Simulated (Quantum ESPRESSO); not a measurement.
## Several settings converged on Cl (Cm, 4 atoms in the cell)

```xyz
4
Lattice="2.2467 -3.1294 0.0000 2.2467 3.1294 0.0000 0.0000 0.0000 8.2848" Properties=species:S:1:pos:R:3 pbc="T T T"
Cl     3.9407     0.0000     7.4814
Cl     2.7994     0.0000     3.2891
Cl     1.6940     0.0000     4.9957
Cl     0.5527     0.0000     0.8533
```

Base method: PBEsol, GBRV 1.5 ultrasoft (PBESOL) pseudopotentials (plane waves; Quantum ESPRESSO 7.5).

Base settings: ecutwfc = 40 Ry; ecutrho = 200 Ry; occupations = smearing; smearing = fermi-dirac; degauss = 0.000734986 Ry; potentials = {Cl: cl_pbesol_v1.4.uspp.F.UPF}; K_POINTS = automatic 3 3 1 0 0 0; conv_thr = 1e-10 Ry; mixing_beta = 0.4.

The count of work is k-points × plane waves × bands × iterations; it is no time. 

**The cutoff for other potential files**

Level: DFT, PBEsol, plane waves, PSlibrary ultrasoft (PBE) pseudopotentials.

In this ladder: pseudopotentials = {Cl: Cl.pbe-nl-rrkjus_psl.1.0.0.UPF}; input_dft = pbesol. Moved along: ecutrho.

The second cell is the first with its lattice scaled by 0.98.

The mesh stays at the base's, so the ladder's end is converged at best in this setting alone.

Only quantities that move along the ladder and can be compared are tabulated; the gap is left out on so coarse a mesh.

| ecutwfc | free energy less the last step's (meV/atom) | energy of the compressed cell less the first (meV/atom) | pressure (GPa) | largest difference of a force vector from the last step's (eV/Å) | count of work / last |
|---|---|---|---|---|---|
| 22 Ry | 241.07 | 11.10 | -4.63 | 0.444 | 0.095 |
| 28 Ry | 77.54 | 7.78 | -1.36 | 0.313 | 0.14 |
| 35 Ry | 41.74 | 4.23 | -0.77 | 0.191 | 0.21 |
| 42 Ry | 29.22 | 2.95 | -0.83 | 0.135 | 0.27 |
| 50 Ry | 18.03 | 2.03 | -0.87 | 0.095 | 0.35 |
| 60 Ry | 9.71 | 0.99 | -0.87 | 0.050 | 0.43 |
| 75 Ry | 3.79 | 0.29 | -0.89 | 0.021 | 0.65 |
| 100 Ry | 0.00 | -0.17 | -0.86 | 0.000 | 1.0 |

Coarsest ecutwfc that holds the forces within 0.01 eV/Å: not settled: the last two steps still differ by 0.021 eV/Å, over half the tolerance, so the ladder does not show it.

State of the energy of the compressed cell less the first at the end of the ladder: still drifting one way, by 1.2 meV/atom over the last two steps, so the last step is no safe reference.

Coarsest ecutwfc that holds the pressure within 1 GPa of the last step, with all finer ones: 28 Ry, at 0.14 of the last step's count of work; the step before is off by 3.8 GPa.

At the lowest cutoff the pressure lies 3.8 GPa under the last step's, the usual sign of Pulay stress in an incomplete plane-wave basis.

**The density cutoff**

The second cell is the first with its lattice scaled by 0.98.

The mesh stays at the base's, so the ladder's end is converged at best in this setting alone.

Only quantities that move along the ladder and can be compared are tabulated; the gap is left out on so coarse a mesh.

| ecutrho | free energy less the last step's (meV/atom) | energy of the compressed cell less the first (meV/atom) | pressure (GPa) | largest difference of a force vector from the last step's (eV/Å) |
|---|---|---|---|---|
| 80 Ry | -31.66 | 3.81 | 0.95 | 0.039 |
| 120 Ry | -0.04 | -0.75 | -0.89 | 0.003 |
| 160 Ry | 0.02 | -0.68 | -0.89 | 0.001 |
| 200 Ry | -0.02 | -0.69 | -0.90 | 0.000 |
| 240 Ry | -0.01 | -0.69 | -0.90 | 0.000 |
| 320 Ry | 0.00 | -0.69 | -0.90 | 0.000 |
| 400 Ry | 0.00 | -0.69 | -0.90 | 0.000 |
| 480 Ry | 0.00 | -0.69 | -0.90 | 0.000 |
| 640 Ry | 0.00 | -0.69 | -0.90 | 0.000 |

Coarsest ecutrho that holds the energy of the compressed cell less the first within 1 meV/atom of the last step, with all finer ones: 120 Ry; the step before is off by 4.5 meV/atom.

Coarsest ecutrho that holds the pressure within 0.05 GPa of the last step, with all finer ones: 120 Ry; the step before is off by 1.8 GPa.

Coarsest ecutrho that holds the free energy within 5 meV/atom of the last step, with all finer ones: 120 Ry; the step before is off by 32 meV/atom.

On the base run: the starting cell has typed, rounded lattice constants, without a prior relaxation at this level. Its lattice was rescaled by up to half a per cent. One atom was moved a little off its site on purpose. The mesh is very coarse (it stands for a supercell whose shortest vector is 8 Å): a converged loop gives no converged values here.
